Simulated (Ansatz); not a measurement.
**YN: pressure series**

Take YN in the rock salt structure (space group Fm-3m, No. 225; a = 4.9060 Å) as the base.

Cell and atoms are relaxed at each pressure.

Calculations: DFT with PBE, PAW potentials and a 420 eV plane-wave cutoff in Ansatz (a program for electronic structure), scalar-relativistic without spin-orbit coupling, earlier PAW set.

```json
[
 {"pressure (GPa)": "-1", "volume per atom (Å³/atom)": "14.855"},
 {"pressure (GPa)": "0", "volume per atom (Å³/atom)": "14.761"},
 {"pressure (GPa)": "0.3", "volume per atom (Å³/atom)": "14.733"},
 {"pressure (GPa)": "0.7", "volume per atom (Å³/atom)": "14.697"},
 {"pressure (GPa)": "1.5", "volume per atom (Å³/atom)": "?"},
 {"pressure (GPa)": "3", "volume per atom (Å³/atom)": "14.497"},
 {"pressure (GPa)": "5", "volume per atom (Å³/atom)": "14.331"},
 {"pressure (GPa)": "7.5", "volume per atom (Å³/atom)": "14.139"},
 {"pressure (GPa)": "10", "volume per atom (Å³/atom)": "13.959"}
]
```

Question: Fit the third-order Birch–Murnaghan form P(V) = (3B₀/2)[(V₀/V)^(7/3) − (V₀/V)^(5/3)]·[1 + (3/4)(B₀′ − 4)((V₀/V)^(2/3) − 1)] (squares taken in P) to the rows shown and predict the withheld row.

Answer: Least squares on the printed values gives V₀ = 14.761 Å³/atom, B₀ = 159 GPa, B₀′ = 4.1; this predicts 14.625 Å³/atom, and the run gives 14.626 Å³/atom, in agreement.

Load acts through the strain it causes; cell and atoms are relaxed under it. Stability against distortions was not tested. No other phases were tried under pressure.
